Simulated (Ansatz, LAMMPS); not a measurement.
# Ge well of 9 atomic layers along [001] in random Si0.3Ge0.7, interfaces sharp

Cell 17.02 × 17.02 × 51.44 Å, Si141Ge507, 648 atoms. Prepared with Tersoff's 1989 multicomponent potential (SiCGe.tersoff) (LAMMPS): minimisation. 

Calculation: PBE, support functions at accuracy medium on the grid of 370 eV (norm-conserving potentials; Ansatz, a first-principles code).

Basis: localised support functions (accuracy medium) on a full density matrix. k-points: zone centre alone; occupations: Fermi-Dirac, 0.010 eV; spin polarisation not allowed. Spin-orbit coupling is left out.

- Kohn-Sham gap of the cell on its k-mesh = 0.26 eV
- weight of the highest filled level on the well = 0.56
- weight of the lowest empty level on the well = 0.29
- coordination (neighbours within 2.923 Å) = 100.0 % 4-fold
- Ge-Ge bonds, mean ± spread = 2.483 ± 0.007 Å
- Ge-Si bonds, mean ± spread = 2.437 ± 0.008 Å
- Si-Si bonds, mean ± spread = 2.388 ± 0.008 Å
- bond angles, mean ± spread = 109.5° ± 1.1°
- pressure = 0.06 GPa
- cost of the final run = around 29 core-minutes (rough), 13 SCF iterations, 13 GiB
